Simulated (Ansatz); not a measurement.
**Parameter sweep on SiTe2 (P2_1/c, 12 atoms in the cell)**

Space group P2₁/c (No. 14); a = 6.395 Å, b = 6.471 Å, c = 6.603 Å, α = γ = 90.00°, β = 99.23°

```tsv
atom	site	symmetry	x	y	z
Si	4e	1	0.2754	0.0395	0.2083
Te	4e	1	0.0700	0.3317	0.3447
Te	4e	1	0.5504	0.2569	0.0208
```

Base run A: Ansatz (a quantum-chemistry and plane-wave program) with PBE, self-consistent single point.

Its settings: basis.ecutwfc = 420 eV; kpoints.mp_grid.grid = 3 3 3; hamiltonian.xc = pbe; hamiltonian.pseudopotentials = {kind: paw}, with the files named one by one; scf.occupations.method = methfessel_paxton; scf.occupations.width = 0.1 eV.

The starting cell was generated: these elements placed on a structure prototype, without a prior relaxation; it need not be a known phase or ordering of this composition. In the base run, with a pressure of about 17 GPa the cell is away from its equilibrium volume at this level. In the base run, forces exceed 1 eV/Å. Ansatz's pressure includes its estimate of the finite-basis (Pulay) stress. The run gives no clean gap (levels at the Fermi energy touch, overlap or are partly filled at this smearing), which alone does not show that the compound is a metal.

ΔF is the free energy per atom less that of run A. 

The first pressure column holds Ansatz's estimate of the finite-basis (Pulay) stress, which hides part of the cutoff error; the other is without it.

In some runs the Pulay estimate is large (up to 35 GPa), a sign of a cutoff far from converged.

| run | change | ΔF (meV/atom) | pressure (GPa) | largest force (eV/Å) | pressure at a fixed set of plane waves (GPa) |
|---|---|---|---|---|---|
| A | base | 0.00 | 17.44 | 1.006 | 17.40 |
| B | lattice scaled by 0.97 | 286.9 | 30.27 | 1.397 | 30.23 |
| C | lattice scaled by 0.97; basis.ecutwfc: 420 eV → 250 eV | 868.1 | 30.38 | 1.423 | -4.57 |
| D | lattice scaled by 0.985 | 126.0 | 23.30 | 1.191 | 23.26 |
| E | lattice scaled by 0.985; basis.ecutwfc: 420 eV → 250 eV | 703.2 | 23.38 | 1.216 | -9.81 |
| F | lattice scaled by 1.015 | -95.5 | 12.54 | 0.843 | 12.51 |
| G | lattice scaled by 1.015; basis.ecutwfc: 420 eV → 250 eV | 483.4 | 12.56 | 0.879 | -17.87 |
| H | lattice scaled by 1.03 | -164.4 | 8.47 | 0.699 | 8.44 |
| I | lattice scaled by 1.03; basis.ecutwfc: 420 eV → 250 eV | 411.5 | 8.47 | 0.718 | -20.53 |
| J | basis.ecutwfc: 420 eV → 250 eV | 579.2 | 17.49 | 1.042 | -14.34 |

Run B against A: The free energy rises by 287 meV/atom, the pressure goes from 17.44 to 30.27 GPa and the largest force goes from 1.006 to 1.397 eV/Å.

Run D against A: The free energy rises by 126 meV/atom, the pressure goes from 17.44 to 23.30 GPa and the largest force goes from 1.006 to 1.191 eV/Å.

Keys are those of Ansatz 0.2.
